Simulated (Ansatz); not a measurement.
**zinc-blende GaSb (1 1 1) on zinc-blende InAs (1 1 1) (film strained to the substrate, started from cuts of the bulks and a machine-learned relaxation; metallic at this level, with no gap by band count)**

A periodic stack without vacuum, zinc-blende GaSb (1 1 1) on zinc-blende InAs (1 1 1) (film strained to the substrate, started from cuts of the bulks and a machine-learned relaxation; metallic at this level, with no gap by band count): substrate slab As4In4, film Ga4Sb4, surface cells [[-1, 1], [-1, 0]] and [[0, -1], [1, -1]], film strained by -0.4 and -0.4 %, outermost planes In/As and Ga/Sb as cut, which need not be the usual terminations and can put a slab off its formula.

The start was prepared with a machine-learned potential, and the result is one local minimum, with the in-plane cell held and forces under 0.04 eV/Å; the film can end far from its bulk form.

All values below come from PBE (plane waves to 420 eV, PAW; Ansatz, a program for electronic structure). No spin–orbit coupling. Its k-point mesh 6×6×1, Fermi–Dirac width 0.05 eV.

```
Item                                                                                                               Value
--------------------------------------------------------------------------------  --------------------------------------
interface area                                                                                                   16.6 Å²
period                                                                                                           28.66 Å
gaps between the outermost planes at the two interfaces                                                  2.49 and 2.88 Å
As–Ga contacts across the interfaces within 1.22 times the sum of covalent radii                          1, mean 2.49 Å
In–Sb contacts across the interfaces within 1.22 times the sum of covalent radii                          1, mean 2.88 Å
two interfaces                                                                    unlike, so that offsets are their mean
spin-polarised check at this geometry                                                            falls back to no moment
```

```
GaInAsSb
1.0
    4.37158    -0.00107     0.22513
    2.18537     3.78722     0.19553
    2.90297     1.87871    28.89673
As In Ga Sb
4 4 4 4
Direct
  0.41396   0.22429   0.08144
  0.66746   0.47381   0.20601
  0.91778   0.72405   0.33058
  0.16618   0.97381   0.45518
  0.10133   0.91182   0.05028
  0.35495   0.16117   0.17501
  0.60560   0.41144   0.29946
  0.85428   0.66116   0.42392
  0.10392   0.91773   0.54191
  0.35357   0.16813   0.66732
  0.60340   0.41768   0.79286
  0.85699   0.66720   0.91829
  0.41581   0.22997   0.57365
  0.66563   0.48027   0.69906
  0.91579   0.72987   0.82443
  0.16928   0.97937   0.94985
```
